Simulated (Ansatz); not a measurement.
End structure of a constructed model of the (111) surface of fcc Ir, a pseudomorphic layer of Ga in the other hollow (bottom of the slab: a bare face, its two planes held):

```
CELL_PARAMETERS angstrom
      2.73720     0.00000     0.00000
     -1.36860     2.37048     0.00000
      0.00000     0.00000    29.50000
ATOMIC_POSITIONS crystal
  Ir 0.33333 0.66667 0.27246
  Ir 0.66667 0.33333 0.34822
  Ir 0.00000 0.00000 0.42328
  Ir 0.33333 0.66667 0.49935
  Ir 0.66667 0.33333 0.57451
  Ir 0.00000 0.00000 0.65076
  Ga 0.66667 0.33333 0.72790
```

Slab: 7 atoms, 13.4 Å thick at the start with caps and adatoms (thin: gaps and levels are the slab's own); k 16x16x1, smearing 0.1 eV, dipole-corrected; 2 atoms held, the rest relaxed; held to the start's symmetry, so lower structures may exist; no spin, no spin-orbit, no U. In PBE it is, or lies within 0.01 eV a 1x1 cell of, the lowest of the 2 structures of its composition computed so far; subsurface sites and larger cells were not tried.

### Question
What work function of the top face does PBE (Ansatz, a quantum-chemistry and plane-wave program) give?

### Answer
4.48 eV
